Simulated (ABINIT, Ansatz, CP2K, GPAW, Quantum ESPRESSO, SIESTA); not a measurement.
**One structure in several programs: YSe (Fm-3m, 2 atoms in the cell)**

Self-consistent single point.

```yaml
crystal:
  lattice:
    - [0.00000, 2.87839, 2.87839]
    - [2.87839, 0.00000, 2.87839]
    - [2.87839, 2.87839, 0.00000]
  atoms:
    - { symbol: Y, position: [0.50000, 0.50000, 0.50000] }
    - { symbol: Se, position: [0.00000, 0.00000, 0.00000] }
```

All programs got the same cell, k-point mesh and kind of occupations (in Ansatz's words: kpoints.mp_grid.grid = 8 8 8; scf.occupations.method = gaussian; scf.occupations.width = 0.2 eV); potentials, basis and cutoffs are each program's usual ones.

```tsv
code	model	pressure (GPa)	k-points	cutoff
CP2K	PBEsol, GPW, DZVP-MOLOPT-SR-GTH basis, GTH-PBE potentials (GTH_POTENTIALS)	-2.05	260	grid 500 Ry
Ansatz	PBEsol, PAW files made with PBE	-2.73	29	default
Quantum ESPRESSO	PBEsol, SSSP 1.1.2 precision (PBE) pseudopotentials	-2.66	29	50 Ry
ABINIT	PBEsol, PAW (JTH v2.0 PBE PAW, files made for PBE)	-2.80	29	20 Ha
SIESTA	GGA PBEsol, numerical atomic orbitals DZP, PseudoDojo PBEsol standard norm-conserving potentials (rewritten from UPF to PSML)	-1.26	296	grid 350 Ry
GPAW	PBEsol, GPAW PAW datasets PBEsol (made by gpaw-setup)	-2.99	29	550 eV
```

The spread over the programs that give each value: pressure within 1.73 GPa.

The starting cell comes from a database of computed structures (which also holds hypothetical and non-ambient phases and stackings), without a prior relaxation at this level.

Question: Why do the programs differ, and what cannot be compared?

Answer: Differences of this kind can come from the potentials, where these differ, and from what each basis and cutoff leave unconverged. The valence holds different numbers of electrons (CP2K 17, Ansatz (a quantum-chemistry and plane-wave program) 27, Quantum ESPRESSO 17, ABINIT 17, SIESTA 27, GPAW 17). The zero of total energies and Fermi levels follows the potentials and each program's conventions, so they are not compared here. CP2K and SIESTA use small atom-centred bases, whose incompleteness enters pressures, forces and empty levels differently from a plane-wave cutoff. Ansatz's pressure is given at a fixed set of plane waves, as the other plane-wave codes print theirs. The programs reduce the same mesh by symmetry to different extents, which changes the work and not the result. In the pressure, SIESTA (by 1.50) lies more than 1 GPa from the median of the plane-wave programs.

Left out of this page: Elk and FLEUR (not drawn, or without a comparable value).

Keys are those of Ansatz 0.2.
